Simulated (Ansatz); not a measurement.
# What biaxial strain +1.07 %, plane normal [001], relaxed out of plane does to SiC

Base system: SiC in the wurtzite structure (space group P6_3mc, No. 186; a = 3.075 Å, c = 5.049 Å). Axes: x lies along a and z along c of the hexagonal cell.

It is then changed as follows: tensile biaxial strain of 1.07 % in the plane normal to [001], as in epitaxy on a mismatched substrate; the out-of-plane cell vector and the atoms relax.

All numbers come from plane-wave PAW DFT at the r2SCAN level (Ansatz, a quantum-chemistry and plane-wave program, 500 eV), no spin-orbit coupling, earlier PAW set. Settings: 12×12×7 k-points, 0.05 eV Fermi–Dirac smearing.

The volume per atom grows by 0.20 Å³ (10.34 Å³ → 10.54 Å³) and the space group remains P6_3mc (No. 186). The shortest interatomic distance goes up by 0.016 Å, from 1.883 Å to 1.899 Å and the pressure (mean of the normal stresses, compression positive) falls by 4.31 GPa, from 0.01 GPa to -4.30 GPa. The band gap goes up by 0.12 eV to 2.77 eV (an upper bound: an edge found on the path is not a true extremum; the changed cell) and the out-of-plane strain comes out as -0.18 %. The ratio −ε⊥/ε∥ amounts to 0.17 and the mean in-plane stress (compression positive) amounts to -6.5 GPa.

Final structure (turned so that z lies along the plane normal):

```xyz
4
Lattice="3.1084 0.0000 0.0000 1.5542 2.6919 0.0000 0.0000 0.0000 5.0396" Properties=species:S:1:pos:R:3 pbc="T T T"
Si     3.1084     1.7946     0.0054
Si     1.5542     0.8973     2.5253
C      3.1084     1.7946     3.1453
C      1.5542     0.8973     0.6255
```

Cost of the whole job for the changed cell (relaxation, final SCF and bands): around 90 core-seconds (rough).

Whether these cells are dynamically stable was not tested.
